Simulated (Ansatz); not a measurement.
**HfO2, pressure series**

Base system: HfO₂ in the fluorite structure (space group Fm-3m, No. 225; a = 5.059 Å).

Cell and atoms are relaxed at each pressure.

Calculations: Kohn–Sham DFT with the r2SCAN functional, run in Ansatz (a first-principles code) with PAW and 500 eV plane waves, scalar-relativistic without spin-orbit coupling, earlier PAW set.

| pressure (GPa) | volume per atom (Å³/atom) |
|---|---|
| -2 | 10.870 |
| -1 | 10.829 |
| 0 | 10.789 |
| 3 | 10.673 |
| 7 | 10.527 |
| 15 | ? |
| 30 | 9.845 |
| 75 | 8.942 |
| 100 | 8.575 |

Fit the third-order Birch–Murnaghan form P(V) = (3B₀/2)[(V₀/V)^(7/3) − (V₀/V)^(5/3)]·[1 + (3/4)(B₀′ − 4)((V₀/V)^(2/3) − 1)] (squares taken in P) to the rows shown and predict the withheld row.

Least squares on the printed values gives V₀ = 10.789 Å³/atom, B₀ = 272 GPa, B₀′ = 4.1; this predicts 10.264 Å³/atom, and the run gives 10.264 Å³/atom, in agreement.

Load acts through the strain it causes; cell and atoms are relaxed under it. Stability against distortions was not tested. No other phases were tried under pressure. This is not the structure that HfO2 has at room temperature and ambient pressure.
